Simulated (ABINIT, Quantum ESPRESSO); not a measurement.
An ABINIT input for a self-consistent single point of ZnGa2Se4 (I-4, 7 atoms in the cell) (DFT, PBEsol, plane waves, PAW (JTH v2.0 PBE PAW, files made for PBE)):

```
# Zn(GaSe2)2, JTH v2.0 PBE PAW
pp_dirpath "./"
pseudos "Zn.GGA_PBE-JTH.xml, Ga.GGA_PBE-JTH.xml, Se.GGA_PBE-JTH.xml"
acell 3*1.0
rprim
        -5.1670819220    5.1670819220   10.1764605298
         5.1670819220   -5.1670819220   10.1764605298
         5.1670819220    5.1670819220  -10.1764605298
natom 7
ntypat 3
znucl 30 31 34
typat 1 2 2 3 3 3 3
xred
         0.5000000000    0.5000000000    0.0000000000
         0.2500000000    0.7500000000    0.5000000000
         0.0000000000    0.0000000000    0.0000000000
         0.6321300000    0.1250600000    0.0215500000
         0.8749400000    0.8964900000    0.5070700000
         0.1035100000    0.6105800000    0.9784500000
         0.3894200000    0.3678700000    0.4929300000
ecut 60 Ry
pawecutdg 120 Ry
pawxcdev 0
ixc -116133
occopt 3
tsmear 0.00183747
nband 40
kptopt 1
ngkpt 3 3 3
nshiftk 1
shiftk 0 0 0
nstep 80
tolvrs 1.0e-11
prtwf 0
prtden 0
enunit 1
```

**Question.** Give the Quantum ESPRESSO input for the same structure, mesh, smearing and functional.

**Answer.** One input that does it (others would too):

```fortran
&control
   calculation = 'scf'
   prefix = 'Zn(GaSe2)2'
   outdir = './tmp/'
   pseudo_dir = './'
   tprnfor = .true.
   tstress = .true.
/
&system
   ibrav = 0
   nat = 7
   ntyp = 3
   ecutwfc = 50
   ecutrho = 250
   occupations = 'smearing'
   smearing = 'fermi-dirac'
   degauss = 0.0036749
/
&electrons
   conv_thr = 1.0d-10
   mixing_beta = 0.7
/
ATOMIC_SPECIES
Zn    65.3800  zn_pbesol_v1.uspp.F.UPF
Ga    69.7230  ga_pbesol_v1.4.uspp.F.UPF
Se    78.9710  se_pbesol_v1.uspp.F.UPF
ATOMIC_POSITIONS alat
Zn    0.00000000    0.00000000    0.81227909
Ga    0.41243344    0.00000000    0.40613954
Ga    0.00000000    0.00000000    0.00000000
Se   -0.20024468    0.21802056    0.59754499
Se    0.21802056    0.20024468    1.02701319
Se    0.61267812    0.19441287   -0.21473410
Se    0.19441287    0.21218876    0.21473410
K_POINTS automatic
3 3 3  0 0 0
CELL_PARAMETERS angstrom
  -2.73430200     2.73430200     5.38515100
   2.73430200    -2.73430200     5.38515100
   2.73430200     2.73430200    -5.38515100
```

Basis settings and potentials, where a program has them, do not carry over. This input uses DFT, PBEsol, plane waves, GBRV 1.5 ultrasoft (PBESOL) pseudopotentials.

The starting cell comes from a database of computed structures (which also holds hypothetical and non-ambient phases and stackings), without a prior relaxation at this level. Its lattice was rescaled by a random factor within 2.5 % of one.
